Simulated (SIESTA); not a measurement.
A user runs SIESTA on VSe (P1, 4 atoms in the cell) and asks whether the run is sound. The aim is a self-consistent single point with DFT, LDA PW92, numerical atomic orbitals DZP, PseudoDojo LDA standard norm-conserving potentials (rewritten from UPF to PSML).

Cell that was meant: a = 3.6290 Å, b = 3.6290 Å, c = 6.5722 Å, α = 90.00°, β = 90.00°, γ = 90.00°.

Part of the input:

```
%endblock kgrid.MonkhorstPack
OccupationFunction           FD
ElectronicTemperature        0.1 eV
NetCharge                    1.0

MaxSCFIterations             150
SCF.Mixer.Method             Pulay
```

Output (repeated stretches shortened):

```
reinit: Reading from file input.fdf

reinit: System Name: VSe
reinit: System Label: vse

   [... lines left out ...]

outcell: Cell vector modules (Ang)   :    3.629030    3.629030    6.572220
outcell: Cell angles (23,13,12) (deg):     90.0000     90.0000     90.0000
outcell: Cell volume (Ang**3)        :     86.5552
new_DM -- step:     1
Initializing Density Matrix...

Attempting to read DM from file... Failed...
DM filled with atomic data:
Note: For starting DM, Qtot, Tr[D*S] =         57.00000000         58.00000000

InitMesh: MESH = 48 x 48 x 80 = 184320
InitMesh: Mesh cutoff (required, used) =   400.000   409.504 Ry

stepf: Fermi-Dirac step function
        iscf     Eharris(eV)        E_KS(eV)     FreeEng(eV)     dDmax    Ef(eV) dHmax(eV)
   scf:    1   -10616.641602   -10599.196892   -10599.355470  1.679084 -6.193252  3.751716
   scf:    2   -10524.040661   -10576.557776   -10576.708397  0.716032 -3.550697 21.197968
   scf:    3   -10605.443598   -10600.399251   -10600.591126  0.560115 -5.848779  1.765798
   scf:    4   -10598.784798   -10600.037216   -10600.227261  0.067256 -6.114644  3.279634
   scf:    5   -10600.832394   -10600.534467   -10600.745890  0.111629 -5.975884  1.565104
   [... 5 lines left out ...]
   scf:   11   -10600.652728   -10600.652725   -10600.864392  0.000522 -5.832873  0.017253
   scf:   12   -10600.652709   -10600.652740   -10600.864394  0.000699 -5.836378  0.015172
   scf:   13   -10600.652736   -10600.652744   -10600.864406  0.000298 -5.835421  0.000521
   scf:   14   -10600.652745   -10600.652744   -10600.864406  0.000013 -5.835430  0.000401
SCF Convergence by DM+H criterion
max |DM_out - DM_in|         :     0.0000131126
max |H_out - H_in|      (eV) :     0.0004006258
SCF cycle converged after 14 iterations

Using DM_out to compute the final energy and forces

siesta: E_KS(eV) =           -10600.6527

siesta: E_KS - E_eggbox =    -10600.6527

siesta: Atomic forces (eV/Ang):
     1    0.337863   -1.182790    0.133397
     2    0.513239    1.787399    0.410461
     3   -0.467248   -0.656492   -0.384623
     4   -0.379504    0.053160   -0.157372
   Tot    0.004350    0.001277    0.001863
   Max    1.787399
   Res    0.714521    sqrt( Sum f_i^2 / 3N )
   Max    1.787399    constrained

Stress tensor Voigt[x,y,z,yz,xz,xy] (kbar):       -1.41       18.43       54.92      -24.95       -2.68        2.67
   [... lines left out ...]
siesta: FreeEng =    -10600.864406
   [... lines left out ...]
siesta:     0.001669    0.011502   -0.015571
siesta:    -0.001672   -0.015571    0.034276

siesta: Cell volume =         86.555209 Ang**3

siesta: Pressure (static):
siesta:                Solid            Molecule  Units
siesta:          -0.00016299          0.00008535  Ry/Bohr**3
siesta:          -0.01496497          0.00783620  eV/Ang**3
siesta:         -23.97652992         12.55497419  kBar
```

Problem. Is this run sound? If not, what is wrong?

Solution. The run is not sound. The fault is an unintended net charge. A charged periodic cell changes the electron count and is neutralised by a uniform background, so energy, forces and pressure belong to another system. To fix it, remove the charge. The run converged in 14 iterations without an error; against the sound input the pressure goes from -3.90 to -2.40 GPa and the largest force goes from 2.045 to 1.904 eV/Å. The full log also holds: “madelung: WARNING: Charged system, but not an atom or molecule.” and “madelung: WARNING: Energy correction terms can not be applied.”.

The sound input it was made from differs as follows (other fixes are possible):
```diff
-NetCharge                    1.0
```

With that input, the run converged in 13 iterations: free energy E − TS -10606.4045 eV; Fermi level (on the code's own zero) -5.21 eV; pressure -3.90 GPa; largest force (vector length) 2.045 eV/Å (DFT, LDA PW92, numerical atomic orbitals DZP, PseudoDojo LDA standard norm-conserving potentials (rewritten from UPF to PSML)).

On the sound input: the starting cell comes from a database of computed structures (which also holds hypothetical and non-ambient phases and stackings), without a prior relaxation at this level. Its atoms were displaced at random from the sites of space group no. 129. Spin polarisation is off, so a magnetic state, if there is one, cannot be reached. Values carry the incompleteness of an atom-centred basis. With a pressure of about -4 GPa the cell is away from its equilibrium volume at this level. Forces in this geometry exceed 1 eV/Å.
